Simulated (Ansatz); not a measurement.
Ansatz (a quantum-chemistry and plane-wave program) run on Lu₂AlCo₃ (R3m, 6 atoms in the cell): relaxation of the atoms.

Level of theory: LDA (PW92), default PAW files made with PBE (plane waves; Ansatz).

The change in words: one atom moved by 0.15 angstrom; relax: default → atoms; relax.f_tol: default → 0.001 eV/Å. Reference geometry:
```yaml
crystal:
  lattice:
    - [2.59108, 1.49596, 3.78806]
    - [-2.59108, 1.49596, 3.78806]
    - [0.00000, -2.99193, 3.78806]
  atoms:
    - { symbol: Lu, position: [0.37115, 0.37115, 0.37115] }
    - { symbol: Lu, position: [0.62885, 0.62885, 0.62885] }
    - { symbol: Al, position: [0.00000, 0.00000, 0.00000] }
    - { symbol: Co, position: [0.50000, 0.00000, 0.00000] }
    - { symbol: Co, position: [0.00000, 0.50000, 0.00000] }
    - { symbol: Co, position: [0.00000, 0.00000, 0.50000] }
```

Reference input (self-consistent single point, DFT, LDA (PW92), plane waves, default PAW files made with PBE): basis.ecutwfc = 420 eV; kpoints.mp_grid.grid = 8 8 8; hamiltonian.xc = lda; hamiltonian.pseudopotentials = {kind: paw} (the program's default PAW files); scf.occupations.method = fermi_dirac; scf.occupations.width = 0.1 eV. This run's input differs from it in these lines:

```diff
@@ -7,3 +7,3 @@
   atoms:
-    - { symbol: Lu, position: [0.37115300, 0.37115300, 0.37115300] }
+    - { symbol: Lu, position: [0.38435200, 0.38435200, 0.38435200] }
     - { symbol: Lu, position: [0.62884700, 0.62884700, 0.62884700] }
@@ -22,2 +22,4 @@
   occupations: { method: fermi_dirac, width: 0.1 eV }
+relax:
+  f_tol: 0.001
 output:
```

The program printed (abridged):

```
   [... SCF lines of the steps left out ...]
relax step   1: F+E_penalty+E_count = -44689.73774998 eV  Δ(F+E_penalty+E_count) = +0.000e0 eV  max|allowed force component| = 9.909e-1 eV/Å  Δτ_max = 0.0000 Å  (10 SCF iters, dr2 threshold 1.00e-7 eV, accepted)
relax step   2: F+E_penalty+E_count = -44689.76943374 eV  Δ(F+E_penalty+E_count) = -3.168e-2 eV  max|allowed force component| = 6.014e-1 eV/Å  Δτ_max = 0.1741 Å  (8 SCF iters, dr2 threshold 6.14e-5 eV, accepted)
relax step   3: F+E_penalty+E_count = -44689.80371508 eV  Δ(F+E_penalty+E_count) = -3.428e-2 eV  max|allowed force component| = 5.317e-2 eV/Å  Δτ_max = 0.0627 Å  (7 SCF iters, dr2 threshold 2.26e-5 eV, accepted)
relax step   4: F+E_penalty+E_count = -44689.80393187 eV  Δ(F+E_penalty+E_count) = -2.168e-4 eV  max|allowed force component| = 1.310e-2 eV/Å  Δτ_max = 0.0050 Å  (6 SCF iters, dr2 threshold 1.77e-7 eV, accepted)
relax step   5: F+E_penalty+E_count = -44689.80397810 eV  Δ(F+E_penalty+E_count) = -4.623e-5 eV  max|allowed force component| = 3.005e-3 eV/Å  Δτ_max = 0.0025 Å  (7 SCF iters, dr2 threshold 1.07e-8 eV, accepted)
relax step   6: F+E_penalty+E_count = -44689.80398946 eV  Δ(F+E_penalty+E_count) = -1.136e-5 eV  max|allowed force component| = 4.612e-4 eV/Å  Δτ_max = 0.0029 Å  (8 SCF iters, accepted)
the relaxation is at rest under the 6 symmetry operations that the run kept from its start: a minimum is not shown …
Free energy (F): -44689.803989 eV
Internal energy: -44689.615437 eV  (E = F + TS)
E sigma→0 (E₀):  -44689.709713 eV
Entropy (-TS):   -0.188552 eV (-31.425 meV/atom)
Fermi energy:    17.027366 eV
--- Forces (eV/Å), atoms counted from 1 ---
  atom   1  Lu    -0.00000000    -0.00000000    -0.00027571
  atom   2  Lu     0.00000000    -0.00000000    -0.00014863
  atom   3  Al     0.00000000     0.00000000     0.00046272
  atom   4  Co     0.00014396     0.00008311    -0.00000970
  atom   5  Co    -0.00014396     0.00008311    -0.00000970
   [... lines left out ...]
    - { symbol: Al, position: [0.002132926979500867, 0.002132926979500867, 0.002132926979500867] }
    - { symbol: Co, position: [0.5020704654544483, 0.0022548314546750603, 0.002254831454675088] }
    - { symbol: Co, position: [0.0022548314546750603, 0.5020704654544483, 0.002254831454675088] }
    - { symbol: Co, position: [0.0022548314546750603, 0.0022548314546750603, 0.5020704654544482] }
```

The run converged. 

Summary of the result:
| Quantity | Result |
|---|---|
| Free energy E − TS (on the zero of these files) | -44689.8040 eV |
| Fermi level (on the code's own zero) | 17.03 eV |
| Pressure | -5.15 GPa |
| Relaxation steps | 6 |

The starting cell comes from a database of computed structures (which also holds hypothetical and non-ambient phases and stackings), without a prior relaxation at this level. Its lattice was rescaled by up to half a per cent. For this run, on top of that: one atom moved by 0.15 angstrom. Spin polarisation is off. The relaxation keeps the symmetry of its start, so its end need not be a minimum. Ansatz's pressure includes its estimate of the finite-basis (Pulay) stress.

Cost on one core of a shared machine: roughly 5 min.

Keys are those of Ansatz 0.2.
